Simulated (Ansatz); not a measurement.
Consider ZnS in the zinc blende structure (space group F-43m, No. 216; a = 5.389 Å). Axes: x, y, z lie along the cube axes.

Method: DFT with r2SCAN, PAW potentials and a 500 eV plane-wave cutoff in Ansatz (an electronic-structure program), no spin-orbit coupling.

Base values:

```
Property                           Result
-----------------------------  ----------
Band gap                          2.70 eV
Shortest interatomic distance  4.410 bohr
```

Now apply this change: a free-standing slab of 4 layers (8 atoms, 2 a layer) is cut normal to [110], with 15 Å of vacuum and the in-plane cell held at bulk.

Q: How does this affect the gap character, change of the spacing d23 from its bulk value of 1.905 Å, band gap, excess energy per area of both faces and shortest interatomic distance?

A: The gap character comes out as direct at Γ; the change of the spacing d23 from its bulk value of 1.905 Å is +4.1 %; the band gap goes up by 0.303 eV (2.70 eV → 3.01 eV); the excess energy per area of both faces (slab less bulk energy over the cell's area: twice a surface energy) comes out as 1.08 J/m²; the shortest interatomic distance decreases by 0.149 bohr, from 4.410 bohr to 4.261 bohr.

Slab and bulk use different k-meshes, which limits the precision of the excess energy. Whether these cells are dynamically stable was not tested. Labels are those of the standard path for the cell's own space group.
